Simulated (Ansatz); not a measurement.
Take SrTiO₃ in the cubic perovskite structure (space group Pm-3m, No. 221; a = 3.891 Å) as the base. Axes: x, y, z lie along the cube axes.

Computed with plane-wave PAW DFT at the PBEsol level (Ansatz, a program for electronic structure, 420 eV), scalar-relativistic without spin-orbit coupling.

Strains are applied to the cell and any free atomic positions relax.

One change was made to it. Results:

The pressure (mean of the normal stresses, compression positive) decreases by 3.10 GPa (-0.01 GPa → -3.11 GPa); the smallest direct gap shrinks by 0.035 eV (2.19 eV → 2.16 eV).

### Question
Which of these changes matches the shifts?
(A) uniaxial strain ε_zz = +2.40 %
(B) uniaxial strain ε_zz = +1.80 %
(C) uniaxial strain ε_zz = +3.00 %
(D) uniaxial strain ε_zz = +0.60 %

### Answer
B, uniaxial strain ε_zz = +1.80 %. For comparison, the pressure in the other runs: uniaxial strain ε_zz = +3.00 % gives -4.92 GPa; uniaxial strain ε_zz = +0.60 % gives -1.09 GPa; uniaxial strain ε_zz = +2.40 % gives -4.04 GPa.

No phonon test of stability was made. The final runs are not spin-polarised. Many cubic perovskites are stable only at high temperature; tilts and polar distortions were not tested.
